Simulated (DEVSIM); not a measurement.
Device: illuminated Si n-on-p cell, one wavelength, with a back-surface field, at 300 K.

Layer 1 from the left is Si, thickness (μm) 0.950, Nd (cm⁻³) 1.3e19, τn (s) 1.8e-5, τp (s) 6.2e-5, absorption coefficient (cm⁻¹) 24000. Layer 2 from the left is Si, thickness (μm) 210, Na (cm⁻³) 1.3e16, τn (s) 0.00052, τp (s) 0.00052, absorption coefficient (cm⁻¹) 24000. Layer 3 from the left is Si, thickness (μm) 0.220, Na (cm⁻³) 8.2e18, τn (s) 0.00052, τp (s) 0.00052, absorption coefficient (cm⁻¹) 24000.

Left contact: ohmic, minority hole recombination velocity 200 cm/s. Right contact: ohmic, minority electron recombination velocity 2000 cm/s. Voltage is applied to the left contact. Recombination: SRH at mid-gap, radiative, Auger. Light enters at the left, 9.1e17 photons cm⁻² s⁻¹, one pass, no reflection. Mobility is μmin + (μ − μmin)/(1 + (N/Nref)^α).

This is a model device: material constants are rounded textbook-type values typed into the input, and sizes, dopings and lifetimes were drawn at random. Values at 300 K.

Si: gap (eV) 1.124, affinity (eV) 4.05, permittivity 11.7, Nc (cm⁻³) 2.86e19, Nv (cm⁻³) 3.1e19, μn (cm²/Vs) 1417, μp (cm²/Vs) 470, μn,min 52, μp,min 45, Nref,n 9.7e16, Nref,p 2.2e17, αn 0.68, αp 0.72, B (cm³/s) 4.7e-15, Cn (cm⁶/s) 2.8e-31, Cp (cm⁶/s) 9.9e-32.

DEVSIM, 1D drift-diffusion, Boltzmann statistics, complete ionisation; no tunnelling, impact ionisation, image-force lowering or self-heating.

**Question.** What does the simulation give for the dark forward voltage at 1 A/cm², the fill factor, the share of generated pairs collected at short circuit, the short-circuit current?

**Answer.** dark forward voltage at 1 A/cm² 0.808 V; fill factor 0.83; share of generated pairs collected at short circuit 0.910; short-circuit current 133 mA/cm².
